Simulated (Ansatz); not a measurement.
Reference: AgZn (Pm-3m), PBEsol, DFPT electron-phonon coupling, linearised Boltzmann equation (plane waves, PAW, scalar-relativistic; Ansatz, a program for electronic structure); geometry: relaxed with this functional, without spin-orbit coupling.

```cif
data_AgZn
_chemical_formula_sum 'Zn1 Ag1'
_space_group_name_H-M_alt 'Pm-3m'
_space_group_IT_number 221
_space_group_name_Hall '-P 4 2 3'
_cell_length_a 3.11602
_cell_length_b 3.11602
_cell_length_c 3.11602
_cell_angle_alpha 90.000
_cell_angle_beta 90.000
_cell_angle_gamma 90.000
loop_
_atom_site_label
_atom_site_type_symbol
_atom_site_symmetry_multiplicity
_atom_site_Wyckoff_symbol
_atom_site_fract_x
_atom_site_fract_y
_atom_site_fract_z
_atom_site_occupancy
Zn1 Zn 1 b 0.50000 0.50000 0.50000 1
Ag1 Ag 1 a 0.00000 0.00000 0.00000 1
```

- resistivity at 300 K: 5.4 μΩ·cm
- mean free path at 300 K: 15.6 nm

Replace Ag by Cu on the same sites and relax. What happens?

CuZn (Pm-3m): volume per atom 15.1 to 12.3 Å³; resistivity at 300 K falls (5.4 μΩ·cm to 4.4 μΩ·cm); mean free path at 300 K stays about the same (15.6 nm to 17.1 nm).

Replace Ag by Ba on the same sites and relax. What happens?

BaZn (Pm-3m): volume per atom 15.1 to 31.6 Å³; resistivity at 300 K rises (5.4 μΩ·cm to 24 μΩ·cm); mean free path at 300 K falls (15.6 nm to 5.6 nm).

Swap Zn for Sc, keeping the structure type. How do these values move?

ScAg (Pm-3m): volume per atom 15.1 to 19.4 Å³; resistivity at 300 K rises (5.4 μΩ·cm to 21 μΩ·cm); mean free path at 300 K falls (15.6 nm to 5.1 nm).

Moves up to 15 % count as about the same. Metals; harmonic phonons alone scatter; means over directions. The mean free path is weighted by the current that each state carries. Halving the electron mesh moves these values by up to 10 %; q meshes are mostly untested. Spin-orbit coupling is left out.

Formula and space group known from diffraction (Crystallography Open Database), not checked to be the room-temperature form: AgZn (Pm-3m), ScAg (Pm-3m). Computed structure with no diffraction record at hand here (it may be known, metastable or hypothetical): BaZn (Pm-3m).
